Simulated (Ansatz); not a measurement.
Take SnSe2 in the CdI2 type structure (space group P-3m1, No. 164; a = 3.840 Å, c = 6.007 Å; layered, stacked along the Cartesian z axis) as the base. Axes: x lies along a and z along c of the hexagonal cell.

Computed with PBE-D3(BJ)/PAW in Ansatz (a first-principles code), no spin-orbit coupling.

Before the change:

```
Quantity               Value
-------------------  -------
Smallest direct gap  0.82 eV
```

Perturbation: uniaxial strain ε_zz = +2.00 %, all other strain components held at zero; the atoms relax in the strained cell.

Question: Estimate the effect on the smallest direct gap.

Answer: The smallest direct gap goes up by 0.13 eV, from 0.82 eV to 0.95 eV.

Question: Estimate the effect on the stress.

Answer: The stress (xx, yy, zz, yz, xz, xy; compression positive) is (-0.31, -0.31, -0.53, 0.00, 0.00, 0.00) GPa.

Stability against distortions was not tested.
